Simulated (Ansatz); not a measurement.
Take BeS in the zinc blende structure (space group F-43m, No. 216; a = 4.838 Å) as the base.

Perturbation: Te takes the place of S on all its sites; the structure is relaxed again.

Levels (all Ansatz, a quantum-chemistry and plane-wave program, PAW): PBEsol (420 eV, spin-orbit coupling left out); r2SCAN (500 eV, no spin-orbit coupling); HSE06 (420 eV, scalar-relativistic without spin-orbit coupling).

At the geometry relaxed with PBEsol, these levels gave the following band gaps, in shuffled order: (a) 2.31 eV, (b) 1.84 eV, (c) 2.62 eV.

Task: Match each gap to its level.

Result: (a) r2SCAN; (b) PBEsol; (c) HSE06.

Single points use the geometry relaxed with PBEsol. The hybrid gap comes from the SCF mesh plus the semilocal run's edge points and a few special points and is an upper bound. Spin-orbit coupling, missing from the scalar runs, can matter with Te. Stability against distortions was not tested.
